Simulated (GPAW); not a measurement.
Input and output of a self-consistent single point for CuPd3 (I4/mmm, 4 atoms in the cell) (GPAW)

Method: PBEsol, GPAW PAW datasets PBEsol (made by gpaw-setup) (plane waves; GPAW).

Input as run:

```python
from ase import Atoms
from ase.units import GPa
from gpaw import GPAW, PW, FermiDirac

atoms = Atoms(['Cu', 'Pd', 'Pd', 'Pd'],
              cell=[[-1.925135, 1.925135, 3.952867],
                    [1.925135, -1.925135, 3.952867],
                    [1.925135, 1.925135, -3.952867]],
              positions=[[0.000000, 0.000000, 0.000000],
                         [0.000000, 1.925135, 1.976433],
                         [1.925135, 0.000000, 1.976433],
                         [0.000000, 0.000000, 3.952867]],
              pbc=True)

calc = GPAW(mode=PW(800),
            xc='PBEsol',
            kpts={'size': (10, 10, 10), 'gamma': True},
            occupations=FermiDirac(0.136),
            nbands=-8,
            convergence={'density': 1e-05, 'energy': 1e-05},
            symmetry={'symmorphic': False, 'tolerance': 0.0005},
            maxiter=100)

atoms.calc = calc

energy = atoms.get_potential_energy()
print('Energy (eV):', round(energy, 6))
forces = atoms.get_forces()
print('Forces (eV/Ang):')
print(forces.round(5))
stress = atoms.get_stress()
print('Stress (GPa, Voigt):', (stress / GPa).round(4))
```

Output (repeated stretches shortened):

```
Input parameters:
  convergence: {density: 1e-05,
                energy: 1e-05}
  kpts: {gamma: True,
         size: (10, 10, 10)}
  maxiter: 100
  mode: {ecut: 800.0,
         name: pw}
  nbands: -8
  occupations: {fixmagmom: False,
                name: fermi-dirac,
                width: 0.136}
  symmetry: {symmorphic: False,
             tolerance: 0.0005}
  xc: PBEsol

species:
  Cu:
    name: Copper
    Z: 29.0
    valence: 11
    core: 18
    charge: 0.0
    file: Cu.PBEsol.gz

    # Using partial waves for Cu as LCAO basis

  Pd:
    name: Palladium
    Z: 46.0
    valence: 16
    core: 30
    charge: 0.0
    file: Pd.PBEsol.gz

    # Using partial waves for Pd as LCAO basis

Reference energy: -456466.281047  # eV

Spin-paired calculation

Convergence criteria:
 Maximum [total energy] change in last 3 cyles: 1e-05 eV / valence electron
 Maximum integral of absolute [dens]ity change: 1e-05 electrons / valence electron
 Maximum integral of absolute [eigenst]ate change: 4e-08 eV^2 / valence electron
 Maximum number of scf [iter]ations: 100

Symmetries present (total): 16
Symmetries with fractional translations: 0
1000 k-points: 10 x 10 x 10 Monkhorst-Pack grid + [1/20,1/20,1/20]
102 k-points in the irreducible part of the Brillouin zone
       k-points in crystal coordinates                weights
   0:     0.00000000    0.00000000    0.00000000          1/1000
   1:     0.10000000   -0.10000000    0.00000000          4/1000
   2:     0.10000000   -0.10000000    0.10000000          4/1000
   [... 7 lines left out ...]
          ...
 101:     0.50000000    0.50000000    0.50000000          1/1000

Wave functions: Plane wave expansion
  Cutoff energy: 800.000 eV
  Number of coefficients (min, max): 2985, 3034
  Pulay-stress correction: 0.000000 eV/Ang^3 (de/decut=0.000000)

Occupation numbers: Fermi-Dirac:
  width: 0.1360  # eV

Eigensolver

Densities:
  Coarse grid: 32*32*32 grid
  Fine grid: 64*64*64 grid
  Total Charge: 0.000000

Density mixing:
  Method: separate
  Backend: pulay
  Linear mixing parameter: 0.05
  old densities: 5
  Damping of long wavelength oscillations: 50

Hamiltonian:
  XC and Coulomb potentials evaluated on a 64*64*64 grid
  External potential:
    NoExternalPotential

XC parameters: PBEsol with 2 nearest neighbor stencil

Number of atoms: 4
Number of atomic orbitals: 45
Number of bands in calculation: 37
Number of valence electrons: 59
Bands to converge: occupied

Density initialized from atomic densities
  37 bands from LCAO basis set

Atomic positions and initial magnetic moments

Positions:
   0 Cu     0.000000    0.000000    0.000000    ( 0.0000,  0.0000,  0.0000)
   1 Pd     0.000000    1.925135    1.976433    ( 0.0000,  0.0000,  0.0000)
   2 Pd     1.925135    0.000000    1.976433    ( 0.0000,  0.0000,  0.0000)
   3 Pd     0.000000    0.000000    3.952867    ( 0.0000,  0.0000,  0.0000)

Unit cell:
           periodic     x           y           z      points  spacing
  1. axis:    yes   -1.925135    1.925135    3.952867    32     0.1082
  2. axis:    yes    1.925135   -1.925135    3.952867    32     0.1082
  3. axis:    yes    1.925135    1.925135   -3.952867    32     0.0851

  Lengths:   4.799734   4.799734   4.799734
  Angles:  132.707073 132.707073  69.114548

Effective grid spacing dv^(1/3) = 0.1214

     iter     time        total  log10-change:
                         energy   eigst   dens
iter:   1 --:--:--   -22.808071
iter:   2 --:--:--   -21.587055   -1.35  -1.18
iter:   3 --:--:--   -19.438568   -0.22  -1.23
iter:   4 --:--:--   -18.403296   -1.22  -1.79
iter:   5 --:--:--   -18.336230   -2.69  -1.75
iter:   6 --:--:--   -18.245513   -2.05  -1.88
iter:   7 --:--:--   -18.214364   -2.98  -2.33
iter:   8 --:--:--   -18.205909   -3.42  -2.69
iter:   9 --:--:--   -18.205499   -4.26  -3.00
iter:  10 --:--:--   -18.205113   -4.21  -3.07
iter:  11 --:--:--   -18.205161c  -4.71  -3.45
iter:  12 --:--:--   -18.204926c  -5.79  -3.71
iter:  13 --:--:--   -18.204828c  -6.06  -3.75
iter:  14 --:--:--   -18.204744c  -5.89  -3.79
iter:  15 --:--:--   -18.204830c  -6.02  -3.91
iter:  16 --:--:--   -18.204732c  -6.61  -3.95
iter:  17 --:--:--   -18.204666c  -6.51  -4.04
iter:  18 --:--:--   -18.204819c  -6.18  -4.17
iter:  19 --:--:--   -18.204811c  -7.17  -4.53
iter:  20 --:--:--   -18.204835c  -7.38  -4.70
iter:  21 --:--:--   -18.204843c  -7.97c -4.81
iter:  22 --:--:--   -18.204841c  -8.68c -4.88
iter:  23 --:--:--   -18.204839c  -7.99c -4.90
iter:  24 --:--:--   -18.204843c  -8.61c -5.05c

Converged after 24 iterations.

Dipole moment: (0.000000, -0.000000, -0.000006) |e|*Ang

Energy contributions relative to reference atoms: (reference = -456466.281047)

Kinetic:        -34.348238
Potential:      +15.872949
External:        +0.000000
XC:              +0.794731
Entropy (-ST):   -0.275727
Local:           -0.386422
SIC:             +0.000000
--------------------------
Free energy:    -18.342706
Extrapolated:   -18.204843

Showing only first 2 kpts
 Kpt  Band  Eigenvalues  Occupancy
  0    27      8.22251    1.38796
  0    28      8.22252    1.38794
  0    29      8.79527    0.06505
  0    30     10.85378    0.00000

  1    27      7.88915    1.92677
  1    28      8.12586    1.64386
  1    29      8.56341    0.31213
  1    30     11.69695    0.00000

Fermi level: 8.33387

No gap
No difference between direct/indirect transitions
Energy (eV): -18.204843

Forces in eV/Ang:
  0 Cu    0.00000   -0.00000   -0.00000
  1 Pd    0.00000   -0.00000    0.00000
  2 Pd    0.00000   -0.00000    0.00000
  3 Pd   -0.00000    0.00000    0.00000

Stress tensor:
     0.051316     0.000000    -0.000000
     0.000000     0.051316    -0.000000
    -0.000000    -0.000000     0.058584
Stress (GPa, Voigt): [ 8.2218  8.2218  9.3861 -0.     -0.      0.    ]
```

The run converged in 24 iterations. GPAW prints stress with tension positive.

The starting cell comes from a database of computed structures (which also holds hypothetical and non-ambient phases and stackings), without a prior relaxation at this level. Its lattice was rescaled by a random factor within 2.5 % of one. Spin polarisation is off. With a pressure of about -9 GPa the cell is away from its equilibrium volume at this level.

Cost on one core of a shared machine: roughly 10 min.
